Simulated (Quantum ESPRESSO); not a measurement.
A self-consistent single point of LiZn₂CrO₄ (I4/mmm, 8 atoms in the cell) with Quantum ESPRESSO.

Computed with PBEsol, PseudoDojo standard norm-conserving (PBESOL) pseudopotentials (plane waves; Quantum ESPRESSO).

The change in words: lattice scaled by 0.98. Reference geometry:
```yaml
crystal:
  lattice:
    - [-2.08728, 2.08728, 4.43677]
    - [2.08728, -2.08728, 4.43677]
    - [2.08728, 2.08728, -4.43677]
  atoms:
    - { symbol: Li, position: [0.00000, 0.00000, 0.00000] }
    - { symbol: Zn, position: [0.25000, 0.75000, 0.50000] }
    - { symbol: Zn, position: [0.75000, 0.25000, 0.50000] }
    - { symbol: Cr, position: [0.50000, 0.50000, 0.00000], spin: 3.0 }
    - { symbol: O, position: [0.00000, 0.50000, 0.50000] }
    - { symbol: O, position: [0.50000, 0.00000, 0.50000] }
    - { symbol: O, position: [0.27376, 0.27376, 0.00000] }
    - { symbol: O, position: [0.72624, 0.72624, 0.00000] }
```
(The spins are starting values, not results.)

Reference input (self-consistent single point, DFT, PBEsol, plane waves, PseudoDojo standard norm-conserving (PBESOL) pseudopotentials): ecutwfc = 95 Ry; occupations = smearing; smearing = fermi-dirac; degauss = 0.000734986 Ry; nspin = 2; potentials = {Li: Li.upf, Zn: Zn.upf, Cr: Cr.upf, O: O.upf}; K_POINTS = automatic 5 5 5 0 0 0; conv_thr = 1e-10 Ry; mixing_beta = 0.4. This run's input differs from it in these lines:

```diff
@@ -41,5 +41,5 @@
 CELL_PARAMETERS angstrom
-  -2.0872800000     2.0872800000     4.4367700000
-   2.0872800000    -2.0872800000     4.4367700000
-   2.0872800000     2.0872800000    -4.4367700000
+  -2.0455340000     2.0455340000     4.3480350000
+   2.0455340000    -2.0455340000     4.3480350000
+   2.0455340000     2.0455340000    -4.3480350000
```

The program printed (abridged):

```
     Self-consistent Calculation

     iteration #  1     ecut=    95.00 Ry     beta= 0.40

---- Real-time Memory Report at c_bands before calling an iterative solver
           314 MiB given to the printing process from OS
           288 MiB allocation reported by mallinfo(arena+hblkhd)
------------------

     total energy              =   -1159.15053391 Ry
     estimated scf accuracy    <       2.61846690 Ry

     total magnetization       =     2.76 Bohr mag/cell
     absolute magnetization    =     2.82 Bohr mag/cell

     iteration #  2     ecut=    95.00 Ry     beta= 0.40

   [... lines left out ...]
           355 MiB allocation reported by mallinfo(arena+hblkhd)
------------------

     Magnetic moment per site  (integrated on atomic sphere of radius R)
     atom   1 (R=0.162)  charge=  2.1775  magn=  0.0009
     atom   2 (R=0.162)  charge= 17.6014  magn=  0.0087
     atom   3 (R=0.162)  charge= 17.6014  magn=  0.0087
     atom   4 (R=0.155)  charge= 10.8502  magn=  2.3626
     atom   5 (R=0.155)  charge=  5.4102  magn=  0.0204
     atom   6 (R=0.155)  charge=  5.4102  magn=  0.0204
     atom   7 (R=0.155)  charge=  5.4496  magn=  0.0107
     atom   8 (R=0.155)  charge=  5.4496  magn=  0.0107
     End of self-consistent calculation

     the Fermi energy is    12.9302 ev

!    total energy              =   -1159.99661857 Ry
     estimated scf accuracy    <          9.8E-11 Ry
     smearing contrib. (-TS)   =      -0.00000024 Ry
     internal energy E=F+TS    =   -1159.99661833 Ry

     total magnetization       =     3.00 Bohr mag/cell
     absolute magnetization    =     3.18 Bohr mag/cell

     convergence has been achieved in  14 iterations

     Forces acting on atoms (cartesian axes, Ry/au):

     atom    1 type  1   force =     0.00000000    0.00000000    0.00000000
     atom    2 type  2   force =     0.00000000    0.00000000    0.00000000
     atom    3 type  2   force =     0.00000000    0.00000000   -0.00000000
     atom    4 type  3   force =     0.00000000    0.00000000    0.00000000
   [... lines left out ...]

     Total force =     0.002844     Total SCF correction =     0.000002

          total   stress  (Ry/bohr**3)                   (kbar)     P=       13.82
   0.00009874   0.00000000   0.00000000           14.52        0.00        0.00
   0.00000000   0.00009874   0.00000000            0.00       14.52        0.00
   0.00000000   0.00000000   0.00008443            0.00        0.00       12.42

   JOB DONE.
```

The run converged in 14 iterations. Against the reference run the free energy drops by 14.7 meV/atom, the pressure goes from -9.09 to 1.38 GPa, the largest force goes from 0.293 to 0.052 eV/Å, the gap on the mesh goes from 0.126 to 0.157 eV and the size of the net moment stays at 0.38 μB/atom.

The starting cell comes from a database of computed structures (which also holds hypothetical and non-ambient phases and stackings), without a prior relaxation at this level. For this run, on top of that: lattice scaled by 0.98. With one magnetic atom in the cell only a parallel order is possible.

Cost on one core of a shared machine: roughly 10 min.
